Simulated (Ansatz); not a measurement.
How far PBE and r2SCAN part for SiS2

Consider SiS2 (space group Ibam, No. 72; a = 6.3871 Å, b = 11.1260 Å, c = 5.5921 Å; made of chains).

(Cell as relaxed with PBE.)

Levels (all Ansatz, a first-principles code, PAW, earlier PAW set): PBE (420 eV, without spin-orbit coupling); r2SCAN (500 eV, no SOC).

Each level relaxes its own structure.

| quantity | PBE | r2SCAN |
|---|---|---|
| volume per atom | 33.12 Å³ | … |
| space group | Ibam (No. 72) | … |
| band gap | 3.10 eV | … |
| gap character | indirect, T → G₀–X (25 % along) | … |
| electron mass | 1.3 mₑ along a, 1.5 mₑ along b, 0.80 mₑ along c | … |

Question: Predict the r2SCAN column.

Answer: 
- volume per atom, r2SCAN: 26.52 Å³
- space group, r2SCAN: Ibam (No. 72)
- band gap, r2SCAN: 3.30 eV
- gap character, r2SCAN: indirect, Σ₀–Γ (22 % along) → k = (3/8, 3/8, -3/8) in the run's primitive reciprocal basis
- electron mass, r2SCAN: 0.82 mₑ along a, 1.2 mₑ along b, 0.76 mₑ along c

PBE's volume per atom lies 6.60 Å³ above r2SCAN's (24.9 %); PBE's band gap lies 0.20 eV below r2SCAN's; they disagree on the gap character; the two agree on the space group. The two levels end in clearly different cell shapes (a soft spacing or a collapse), which may drive these differences. Neither level is exact; r2SCAN is the comparison here, not a measurement.

Effective masses come from finite differences of ±0.01 Å⁻¹. No phonon test of stability was made. No dispersion term is included, though the crystal is made of layers, chains or molecules, so its spacings can come out too wide.
